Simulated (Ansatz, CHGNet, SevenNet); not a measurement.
L1₂ (Cu3Au-type) Ni3Si: properties by level of theory

Reference values: lattice constant a 3.510 Å (measured, temperature not stated, no zero-point or thermal correction; as tabulated in Metallic Nickel Silicides: Experiments and Theory for NiSi and First Principles …).

```
level (code)         lattice constant a (Å)  elastic constant C11 (GPa)  elastic constant C44 (GPa)  polycrystal shear modulus (GPa)
-------------------  ----------------------  --------------------------  --------------------------  -------------------------------
CHGNet 0.3.0                          3.496                         256                         ___                             41.7
CHGNet-r²SCAN                         3.465                         271                        41.5                             32.0
SevenNet-0                            3.496                         ___                        75.3                              ___
PBE (Ansatz)                          3.506                         312                         ___                              104
PBE-D3(BJ) (Ansatz)                   3.466                         344                         150                              ___
```

Question: What belongs in the gaps?

Answer: 
- CHGNet 0.3.0, elastic constant C44 (GPa): 56.1
- SevenNet-0, elastic constant C11 (GPa): 266
- SevenNet-0, polycrystal shear modulus (GPa): 62.6
- PBE (Ansatz, an electronic-structure program), elastic constant C44 (GPa): 131
- PBE-D3(BJ) (Ansatz), polycrystal shear modulus (GPa): 118

Machine-learned potentials (CHGNet 0.3.0, CHGNet-r²SCAN, SevenNet-0) are trained on DFT data: a solid inside that data is no test of them.

Caveats: the dispersion coefficients are held fixed in the derivatives (PBE-D3(BJ)). Ansatz's density-functional and Hartree–Fock values are scalar-relativistic unless marked +SOC, with PAW data made under PBE.

The crystal itself was run without spin with PBE, PBE-D3(BJ); a magnetic state was not tried in these runs.
